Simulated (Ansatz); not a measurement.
Consider interstitial O in rutile SnO2, charge state -2. Level of theory: PBE, PAW (plane waves to 420 eV; Ansatz, a program for electronic structure).

72-site cell at the relaxed PBE lattice, one k-point at (0.250, 0.250, 0.250), smearing 0.01 eV, spin-restricted, no finite-size correction. No zero-point or tunnelling terms. The charge state is imposed; whether it is stable for some Fermi level was not computed. Sites that were not tried may lie lower.

Barriers: single points on a 2×2×2 k-point mesh shifted by half a step at the bands' geometries.

The step: several atoms move together, O the farthest. Atoms about the jump, Cartesian Å from the middle of the jump, before and after:

```json
[
 {"atom": "O1", "x0": "-0.11", "y0": "0.22", "z0": "0.34", "x1": "0.11", "y1": "-0.22", "z1": "-0.34"},
 {"atom": "Sn2", "x0": "-0.13", "y0": "-1.71", "z0": "1.19", "x1": "-0.15", "y1": "-1.74", "z1": "1.19"},
 {"atom": "Sn3", "x0": "2.04", "y0": "0.47", "z0": "-0.25", "x1": "2.10", "y1": "0.43", "z1": "-0.35"},
 {"atom": "O4", "x0": "-1.54", "y0": "-1.50", "z0": "-0.56", "x1": "-1.78", "y1": "-1.52", "z1": "-0.36"},
 {"atom": "Sn5", "x0": "-2.27", "y0": "0.46", "z0": "-0.30", "x1": "-2.50", "y1": "0.43", "z1": "-0.35"},
 {"atom": "O6", "x0": "1.81", "y0": "-0.77", "z0": "1.46", "x1": "1.64", "y1": "-0.62", "z1": "1.48"},
 {"atom": "Sn7", "x0": "-0.17", "y0": "-1.95", "z0": "-2.00", "x1": "-0.15", "y1": "-1.74", "z1": "-1.88"},
 {"atom": "O8", "x0": "1.32", "y0": "-0.45", "z0": "-2.00", "x1": "1.64", "y1": "-0.62", "z1": "-2.17"},
 {"atom": "O9", "x0": "1.02", "y0": "2.33", "z0": "-0.40", "x1": "0.95", "y1": "2.23", "z1": "-0.35"},
 {"atom": "O10", "x0": "-1.85", "y0": "1.75", "z0": "1.36", "x1": "-1.60", "y1": "1.47", "z1": "1.26"},
 {"atom": "O11", "x0": "0.84", "y0": "-2.77", "z0": "-0.36", "x1": "0.77", "y1": "-2.85", "z1": "-0.35"},
 {"atom": "O12", "x0": "-1.53", "y0": "1.47", "z0": "-1.97", "x1": "-1.60", "y1": "1.46", "z1": "-1.96"},
 {"atom": "O13", "x0": "-1.06", "y0": "-0.90", "z0": "2.90", "x1": "-1.06", "y1": "-0.90", "z1": "2.88"},
 {"atom": "Sn14", "x0": "-0.12", "y0": "2.92", "z0": "1.25", "x1": "-0.13", "y1": "2.97", "z1": "1.26"}
]
```

Q: Give the saddle-point geometry and the barrier.

A: 
```
atom      x      y      z
----  -----  -----  -----
O1    -0.02  -0.11  -0.09
Sn2   -0.13  -1.76   1.20
Sn3    2.06   0.44  -0.29
O4    -1.74  -1.60  -0.52
Sn5   -2.37   0.40  -0.35
O6     1.73  -0.70   1.49
Sn7   -0.19  -1.83  -1.92
O8     1.47  -0.54  -2.09
O9     0.96   2.26  -0.36
O10   -1.68   1.55   1.29
O11    0.81  -2.81  -0.36
O12   -1.56   1.46  -1.97
O13   -1.05  -0.90   2.88
Sn14  -0.13   2.98   1.26
```
It lies 0.085 eV above the start and 0.030 eV above the end. The program found a first-order saddle point.
